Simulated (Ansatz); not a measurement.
The starting structures come from a database of crystals and need not be the phases stable at ambient conditions.

Given:

```yaml
crystal:
  lattice:
    - [5.34928, 0.00000, 0.00000]
    - [1.99812, 5.00053, 0.00000]
    - [2.67464, 0.00000, 4.51436]
  atoms:
    - { symbol: Li, position: [0.74026, 0.25000, 0.51948] }
    - { symbol: Li, position: [0.25974, 0.75000, 0.48052] }
    - { symbol: Li, position: [0.42416, 0.25000, 0.15168] }
    - { symbol: Li, position: [0.57584, 0.75000, 0.84832] }
    - { symbol: Zr, position: [0.09130, 0.25000, 0.81740] }
    - { symbol: Zr, position: [0.90870, 0.75000, 0.18260] }
    - { symbol: O, position: [0.50000, 0.00000, 0.50000] }
    - { symbol: O, position: [0.00000, 0.50000, 0.50000] }
    - { symbol: O, position: [0.15624, 0.98826, 0.15176] }
    - { symbol: O, position: [0.84376, 0.01174, 0.84824] }
    - { symbol: O, position: [0.69200, 0.51174, 0.15176] }
    - { symbol: O, position: [0.30800, 0.48826, 0.84824] }
```

Space group of this cell: C2/c. The cell is taken as given.

Transport runs along the normal of the first two printed cell vectors.

No gap correction and no spin-orbit coupling; mid-gap values are interpolated between computed energies.

Problem. Estimate the band gap and the smallest decay constant κ at mid-gap that r2SCAN in Ansatz (a first-principles code) returns for this system.

Solution. Gap 4.46 eV on a 8×6×8 mesh; κ = 0.423 1/Å, at the zone centre.
